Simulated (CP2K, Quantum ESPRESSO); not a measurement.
A Quantum ESPRESSO input for a self-consistent single point of InRh (Pm-3m, 2 atoms in the cell) (DFT, LDA (PZ), plane waves, PSlibrary PAW (LDA, semicore) pseudopotentials):

```fortran
&CONTROL
 calculation = 'scf'
 prefix = 'scf'
 outdir = './tmp/'
 pseudo_dir = './'
 tprnfor = .true.
 tstress = .true.
/
&SYSTEM
 ibrav = 1
 celldm(1) = 6.065416148
 nat = 2
 ntyp = 2
 ecutwfc = 60
 ecutrho = 420
 occupations = 'smearing'
 smearing = 'gaussian'
 degauss = 0.0147
/
&ELECTRONS
 conv_thr = 1e-10
/
ATOMIC_SPECIES
In   114.8180  In.pz-dn-kjpaw_psl.1.0.0.UPF
Rh   102.9055  Rh.pz-spn-kjpaw_psl.1.0.0.UPF
ATOMIC_POSITIONS {bohr}
In    0.000000000    0.000000000    0.000000000
Rh    3.032708074    3.032708074    3.032708074
K_POINTS {automatic}
10 10 10  0 0 0
```

Write the same calculation as an input for CP2K.

One input that does it (others would too):

```
&GLOBAL
  PROJECT bulk
  RUN_TYPE ENERGY_FORCE
  PRINT_LEVEL LOW
&END GLOBAL
&FORCE_EVAL
  METHOD Quickstep
  STRESS_TENSOR ANALYTICAL
  &DFT
    BASIS_SET_FILE_NAME BASIS_MOLOPT_UCL
    POTENTIAL_FILE_NAME GTH_POTENTIALS
    &QS
      METHOD GPW
      EPS_DEFAULT 1E-10
    &END QS
    &MGRID
      CUTOFF 500
      REL_CUTOFF 50
      NGRIDS 5
    &END MGRID
    &SCF
      SCF_GUESS ATOMIC
      EPS_SCF 1E-6
      MAX_SCF 100
      ADDED_MOS 6
      &DIAGONALIZATION
        ALGORITHM STANDARD
      &END DIAGONALIZATION
      &MIXING
        METHOD BROYDEN_MIXING
        ALPHA 0.2
        NBUFFER 8
        BETA 1.5
      &END MIXING
      &SMEAR ON
        METHOD GAUSSIAN
        SIGMA [eV] 0.2
      &END SMEAR
    &END SCF
    &KPOINTS
      SCHEME MONKHORST-PACK 10 10 10
      GAMMA_CENTERED T
    &END KPOINTS
    &XC
      &XC_FUNCTIONAL PADE
      &END XC_FUNCTIONAL
    &END XC
    &PRINT
      &MO
        EIGENVALUES T
        OCCUPATION_NUMBERS T
        NDIGITS 8
        FILENAME mo
        &EACH
          QS_SCF 0
        &END EACH
        ADD_LAST NUMERIC
      &END MO
      &MULLIKEN OFF
      &END MULLIKEN
    &END PRINT
  &END DFT
  &SUBSYS
    &CELL
      A 3.20968000 0.00000000 0.00000000
      B 0.00000000 3.20968000 0.00000000
      C 0.00000000 0.00000000 3.20968000
      PERIODIC XYZ
    &END CELL
    &COORD
      SCALED
      In       0.00000000     0.00000000     0.00000000
      Rh       0.50000000     0.50000000     0.50000000
    &END COORD
    &KIND In
      BASIS_SET TZVP-MOLOPT-SR-GTH
      POTENTIAL GTH-PADE-q13
    &END KIND
    &KIND Rh
      BASIS_SET TZVP-MOLOPT-SR-GTH
      POTENTIAL GTH-PADE-q17
    &END KIND
  &END SUBSYS
  &PRINT
    &FORCES ON
    &END FORCES
    &STRESS_TENSOR ON
    &END STRESS_TENSOR
  &END PRINT
&END FORCE_EVAL
```

Basis settings and potentials, where a program has them, do not carry over. This input uses DFT LDA (Pade form), GPW, TZVP-MOLOPT-SR-GTH basis, GTH-PADE potentials (GTH_POTENTIALS). LDA parametrisations can differ slightly between programs. Both were run: pressure -8.03 GPa in Quantum ESPRESSO and -8.12 in CP2K.

On Quantum ESPRESSO: the starting cell comes from a database of computed structures (which also holds hypothetical and non-ambient phases and stackings), without a prior relaxation at this level. Spin polarisation is off. With a pressure of about -8 GPa the cell is away from its equilibrium volume at this level.

On CP2K: the starting cell comes from a database of computed structures (which also holds hypothetical and non-ambient phases and stackings), without a prior relaxation at this level. Spin polarisation is off. Values carry the incompleteness of an atom-centred basis. With a pressure of about -8 GPa the cell is away from its equilibrium volume at this level.
